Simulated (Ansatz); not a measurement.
Band structure of GaSb (F-43m, 2 atoms in the cell).

```yaml
crystal:
  lattice:
    - [0.00000, 3.05000, 3.05000]
    - [3.05000, 0.00000, 3.05000]
    - [3.05000, 3.05000, 0.00000]
  atoms:
    - { symbol: Ga, position: [0.00000, 0.00000, 0.00000] }
    - { symbol: Sb, position: [0.25000, 0.25000, 0.25000] }
```

Method: PBE, PAW files (plane waves; Ansatz, a quantum-chemistry and plane-wave program).

Settings: kpoints.mp_grid.grid = 8 8 8; hamiltonian.xc = pbe; hamiltonian.pseudopotentials = {kind: paw} (an earlier, softer set of the program's PAW files); scf.occupations.method = fermi_dirac; scf.occupations.width = 0.01 eV; kpoints.band_path.npoints = 8.

The starting cell has typed, rounded lattice constants, without a prior relaxation at this level. Spin-orbit coupling is off.

Task: Predict the gap along the standard path and the places of the band edges.

Result: The gap along the path is 0.10 eV, direct at Γ to within 0.01 eV.

Levels in eV from the top of the valence band on the path, bands 11 to 17:
```csv
point,11,12,13,14,15,16,17
Γ,-11.54,0.00,0.00,0.00,0.10,2.78,2.78
X,-9.05,-6.84,-2.60,-2.60,0.91,1.24,8.78
W,-9.01,-6.70,-3.38,-3.16,3.72,4.34,4.44
K,-9.12,-6.65,-3.65,-2.21,1.41,3.90,6.66
L,-9.89,-6.40,-1.17,-1.17,0.43,3.76,3.76
U,-9.12,-6.65,-3.65,-2.21,1.41,3.90,6.66
```

Keys are those of Ansatz 0.2.
